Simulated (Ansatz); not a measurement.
Results of RPBE (plane waves, PAW; Ansatz, a first-principles code) for fluorite AuAl2.

The input as run:

Ansatz 0.2 input:
```yaml
crystal:
  lattice:
    - [0.0, 3.0499492177, 3.0499492177]
    - [3.0499492177, 0.0, 3.0499492177]
    - [3.0499492177, 3.0499492177, 0.0]
  atoms:
    - { symbol: Al, position: [0.25, 0.25, 0.25] }
    - { symbol: Al, position: [0.75, 0.75, 0.75] }
    - { symbol: Au, position: [0.0, 0.0, 0.0] }
basis:
  ecutwfc: 520
  ecutrho_ratio: 4
  xc_grid: 2
kpoints:
  mp_grid: { grid: [16, 16, 16] }
hamiltonian:
  xc: rpbe
  dispersion: none
  pseudopotentials: { kind: paw }
scf:
  occupations: { method: fermi_dirac, width: 0.05 }
  convergence: { dr2_threshold: 0.0000000003 }
output:
  forces: true
  stress: true
  eigenvalues: true
```

Excerpt of the program's output:

```
Crystal: 3 atoms, lattice volume = 56.742 Å³
Basis set: ecut = 520 eV, 1471 PW (Γ), exchange–correlation on 72×72×72 points (8 copies of the dense FFT grid, shifted against one another)
Bands: 17, of which v1, the nominal top of the filled ones, is band 13 counted from 1 (12 counted from 0)
Symmetry: 48 space group operations
Space group: Fm-3m (ITA 225), of the structure as read, at distance tolerance 3.8e-5 Å
k-points: 145 of 4096
Functional: x = rpbe, c = pbe(β = 0.06672455060314922)
SCF iter   1: F=—  HF=-14245.622986 eV  |F-HF|=—  |Δ(HF+E_count)|=         —  Δρ=4.14e-3  dr2=1.18e-2
SCF iter   2: F=—  HF=-14245.621075 eV  |F-HF|=—  |Δ(HF+E_count)|=   1.91e-3  Δρ=1.21e-3  dr2=8.75e-4
  ...
SCF iter   8: F=—  HF=-14245.621656 eV  |F-HF|=—  |Δ(HF+E_count)|=   1.12e-8  Δρ=7.12e-7  dr2=3.07e-10
SCF iter   9: F=-14245.621656 eV  HF=-14245.621656 eV  |F-HF|=1.27e-11  |Δ(HF+E_count)|=  1.93e-10  Δρ=8.61e-8  dr2=3.43e-12
SCF 1 converged in 9 iterations: F = -14245.621656 eV  dr2 = 3.43e-12
SCF converged after 9 iterations
Free energy (F): -14245.621656 eV
Internal energy: -14245.613182 eV  (E = F + TS)
E sigma→0 (E₀):  -14245.617419 eV
Fermi energy:    10.671823 eV
--- Forces (eV/Å), atoms counted from 1 ---
  atom   1  Al    -0.00000000    -0.00000000    -0.00000000
  atom   2  Al     0.00000000    -0.00000000     0.00000000
  atom   3  Au    -0.00000000     0.00000000    -0.00000000
--- Stress (GPa, compression-positive) ---
       -0.000181      -0.000000       0.000000
       -0.000000      -0.000181      -0.000000
       -0.000000       0.000000      -0.000181
  P = ⅓ Tr σ = -0.0002 GPa (-0.002 kbar)
```

The PAW data were made under PBE.
